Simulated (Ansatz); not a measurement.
The reference is TiSi2 (space group Fddd, No. 70; a = 4.779 Å, b = 8.230 Å, c = 8.521 Å).

The values are results of r2SCAN (Ansatz, an electronic-structure program; PAW; 500 eV plane waves; spin-orbit coupling left out), not measurements.

Before the change:

```
Item       Result
--------  -------
Pressure  0.0 GPa
```

Perturbation: every lattice vector is stretched by 4.09 %, atoms relaxed at fixed cell.

### Question
Predict the new energy relative to the base.

### Answer
The energy rises by 86 meV/atom.

### Question
Estimate the effect on the largest internal atomic displacement.

### Answer
The largest internal atomic displacement amounts to 0.016 Å.

### Question
Predict the new pressure.

### Answer
The pressure (mean of the normal stresses, compression positive) goes from zero to -13.9 GPa.

The cells carry an imposed strain or load. Whether these cells are dynamically stable was not tested. The final runs are not spin-polarised.
